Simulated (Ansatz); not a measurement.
The parent structure is Al in the fcc (Cu type) structure (space group Fm-3m, No. 225; a = 3.984 Å; relaxed with 0.1 eV smearing). Axes: x, y, z lie along the cube axes.

Calculations: LDA (Ansatz, a program for electronic structure), no spin-orbit coupling.

Strains are applied to the cell and any free atomic positions relax.

One change was made to it. Results:

```csv
quantity,base,after
"pressure (mean of the normal stresses, compression positive)",0.0 GPa,0.4 GPa
energy relative to the base (free energy F),0 meV/atom,+0.1 meV/atom
```

What was done to the base?
A) uniaxial strain ε_zz = +1.00 %
B) uniaxial strain ε_zz = −0.50 %
C) uniaxial strain ε_zz = −1.50 %

B, uniaxial strain ε_zz = −0.50 %. For comparison, the pressure in the other runs: uniaxial strain ε_zz = +1.00 % gives -0.8 GPa; uniaxial strain ε_zz = −1.50 % gives 1.3 GPa.

Stability against distortions was not tested.
